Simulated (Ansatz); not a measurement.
We consider SnS (Fm-3m, No. 225, 2 atoms in the cell; start mp-1876; a measured phase of this formula has another space group), described by PBE0 (PAW; Ansatz, an electronic-structure program).

Run with plane-wave cutoff 460 eV, 8×8×8 k mesh, Fermi–Dirac smearing 0.01 eV, scalar-relativistic PAW data made under PBE.

Cell (relaxed with PBEsol):

```
CELL_PARAMETERS angstrom
      0.00000     2.87186     2.87186
      2.87186     0.00000     2.87186
      2.87186     2.87186     0.00000
ATOMIC_POSITIONS crystal
  Sn 0.50000 0.50000 0.50000
  S  0.00000 0.00000 0.00000
```

What does this level give for the band gap and Γ–Γ gap?


band gap: 0.70 eV (on the SCF k mesh)
Γ–Γ gap: 9.66 eV

Note: cell and atoms aren't relaxed at this level (pressure 2.2 GPa).

Spin–orbit coupling is not included.

Static lattice: no zero-point or thermal effects.

Computing time: roughly 40 core-seconds.

A start named mp-… is a Materials Project structure, which need not be a measured phase.
